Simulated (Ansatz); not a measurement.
System: cubic perovskite CsSnI3 (cubic high-temperature phase). Method: revPBE (plane waves, PAW; Ansatz, an electronic-structure program).

Numerical settings: plane-wave cutoff 520 eV, 6×6×6 k mesh, Fermi–Dirac smearing 0.01 eV, scalar-relativistic PAW data made under PBE.

Properties against volume:

| V (Å³/atom) | P (GPa) | direct gap at Γ (eV) | smallest gap on the k mesh (eV) |
|---|---|---|---|
| 49.308 | 0.93 | 4.583 | 0.468 |
| 50.357 | 0.58 | 4.558 | 0.556 |
| 51.407 | 0.27 | 4.533 | 0.639 |
| 52.456 | 0.00 | 4.510 | 0.716 |
| 53.505 | -0.25 | 4.487 | 0.789 |
| 54.554 | -0.47 | 4.464 | 0.856 |
| 55.603 | -0.67 | 4.442 | 0.918 |

The fundamental gap (0.72 eV at the equilibrium volume, with added k points) lies elsewhere than Γ–Γ.

Note: the relaxation could not lower the start's symmetry, so the cell can be a saddle point above a distorted one.

Spin–orbit coupling is not included; with these elements it can move the gap by several tenths of an eV or more.
